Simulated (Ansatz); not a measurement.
Response to strain in HfO2

Base system: HfO$_{2}$ in the fluorite structure (space group Fm-3m, No. 225; a = 5.058 Å). Axes: x, y, z lie along the cube axes.

Strains are applied to the cell and any free atomic positions relax; under biaxial strain the out-of-plane vector relaxes too.

Computed with r2SCAN (Ansatz, an electronic-structure program), scalar-relativistic without spin-orbit coupling.

Notes on the quantities. energy relative to the base: free energy F.

```tsv
variant	space group	gap character	energy relative to the base	shortest interatomic distance
base	Fm-3m (No. 225)	direct at X	0 meV/atom	2.190 Å
biaxial strain −0.55 %, plane normal [001], relaxed out of plane	I4/mmm (No. 139)	direct at X	+1.4 meV/atom	2.184 Å
biaxial strain +1.57 %, plane normal [001], relaxed out of plane	I4/mmm (No. 139)	direct at M	+11 meV/atom	2.210 Å
isotropic strain −1.37 %	Fm-3m (No. 225)	direct at X	+16 meV/atom	2.160 Å
isotropic strain −0.69 %	Fm-3m (No. 225)	direct at X	+4.0 meV/atom	2.175 Å
isotropic strain +0.81 %	Fm-3m (No. 225)	direct at X	___	2.208 Å
uniaxial strain ε_xx = −4.68 %	I4/mmm (No. 139)	indirect, M → Γ	+47 meV/atom	2.157 Å
uniaxial strain ε_zz = +4.03 %	I4/mmm (No. 139)	indirect, X → Γ	+31 meV/atom	2.220 Å
tensor shear ε_xz = +3.77 %	Immm (No. 71)	direct at X	+15 meV/atom	2.152 Å
tensor shear ε_xz = −0.71 %	Immm (No. 71)	direct at X	+0.5 meV/atom	2.183 Å
```

### Question
What belongs in the blanks?

### Answer

- isotropic strain +0.81 %, energy relative to the base: +5.2 meV/atom

With Hf present, leaving out spin-orbit coupling can change the band edges. No phonon test of stability was made. This is not the structure that HfO2 has at room temperature and ambient pressure. k-point labels follow each cell's own Brillouin zone.
